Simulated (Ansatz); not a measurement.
Given:

```yaml
crystal:
  lattice:
    - [2.76878, -0.07448, 0.00000]
    - [-1.44889, 2.43507, 0.00000]
    - [0.00000, 0.00000, 5.10069]
  atoms:
    - { symbol: Os, position: [0.00000, 0.00000, 0.00000] }
    - { symbol: O, position: [0.32191, 0.66632, 0.25215] }
    - { symbol: O, position: [0.67809, 0.33368, 0.74785] }
```

No spin polarisation.

Level of theory: PBE-D3(BJ) (Ansatz, a program for electronic structure, PAW, scalar-relativistic without spin-orbit coupling). Settings: 24×24×11 k-points, 0.1 eV Fermi–Dirac smearing.

Task: Predict the stress and band gap.

Result: The stress (xx, yy, zz, yz, xz, xy; compression positive) comes out as (1.0, 2.5, 0.0, 0.0, -0.3, 4.5) GPa and the band gap comes out as zero.

The cells carry an imposed strain or load. Whether these cells are dynamically stable was not tested. No Hubbard U is applied, and correlation can decide whether such a compound is a metal. All final runs are without spin polarisation. The cell was made from OsO2 in the CdI2 type structure (space group P-3m1, No. 164; a hypothetical phase, not in the database extracts checked; layered, stacked along the Cartesian z axis) by this change: tensor shear ε_xy = −2.69 %.
